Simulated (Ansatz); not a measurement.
TlBiSe2 (P4/mmm, No. 123, 4 atoms in the cell; start mp-1216544), treated with LDA (plane waves, PAW; Ansatz, a quantum-chemistry and plane-wave program).

Input file:

Ansatz 0.2 input:
```yaml
crystal:
  lattice:
    - [4.2710229261, 0.0, 0.0]
    - [0.0, 4.2710229261, 0.0]
    - [0.0, 0.0, 5.9842662103]
  atoms:
    - { symbol: Tl, position: [0.0, 0.0, 0.0] }
    - { symbol: Bi, position: [0.5, 0.5, 0.5] }
    - { symbol: Se, position: [0.0, 0.0, 0.5] }
    - { symbol: Se, position: [0.5, 0.5, 0.0] }
basis:
  ecutwfc: 520
  ecutrho_ratio: 4
  xc_grid: 2
kpoints:
  mp_grid: { grid: [14, 14, 10] }
hamiltonian:
  xc: lda
  dispersion: none
  pseudopotentials: { kind: paw }
scf:
  occupations: { method: fermi_dirac, width: 0.05 }
  convergence: { dr2_threshold: 0.0000000004 }
output:
  forces: true
  stress: true
  eigenvalues: true
```

From the output:

```
Crystal: 4 atoms, lattice volume = 109.163 Å³
Basis set: ecut = 520 eV, 2943 PW (Γ), exchange–correlation on 64×64×90 points (8 copies of the dense FFT grid, shifted against one another)
Bands: 36, of which v1, the nominal top of the filled ones, is band 30 counted from 1 (29 counted from 0)
Symmetry: 16 space group operations
Space group: P4/mmm (ITA 123), of the structure as read, at distance tolerance 4.8e-5 Å
k-points: 216 of 1960
Functional: x = slater, c = lda
SCF iter   1: F=—  HF=-34000.149575 eV  |F-HF|=—  |Δ(HF+E_count)|=         —  Δρ=6.45e-3  dr2=1.26e-1
SCF iter   2: F=—  HF=-34000.141192 eV  |F-HF|=—  |Δ(HF+E_count)|=   8.38e-3  Δρ=4.84e-3  dr2=8.54e-2
  ...
SCF iter   9: F=—  HF=-34000.123331 eV  |F-HF|=—  |Δ(HF+E_count)|=   4.90e-9  Δρ=8.36e-7  dr2=9.30e-10
SCF iter  10: F=-34000.123331 eV  HF=-34000.123331 eV  |F-HF|=0.00e0  |Δ(HF+E_count)|=  9.46e-11  Δρ=1.47e-7  dr2=2.89e-11
SCF 1 converged in 10 iterations: F = -34000.123331 eV  dr2 = 2.89e-11
SCF converged after 10 iterations
Free energy (F): -34000.123331 eV
Internal energy: -34000.116295 eV  (E = F + TS)
E sigma→0 (E₀):  -34000.119813 eV
Fermi energy:    9.473564 eV
--- Stress (GPa, compression-positive) ---
       -1.613796       0.000000       0.000000
        0.000000      -1.613796       0.000000
        0.000000       0.000000      -1.652644
  P = ⅓ Tr σ = -1.6267 GPa (-16.267 kbar)
```

The PAW data were made under PBE.

Note: cell and atoms aren't relaxed at this level (pressure -1.6 GPa).

A start named mp-… is a Materials Project structure, which need not be a measured phase.
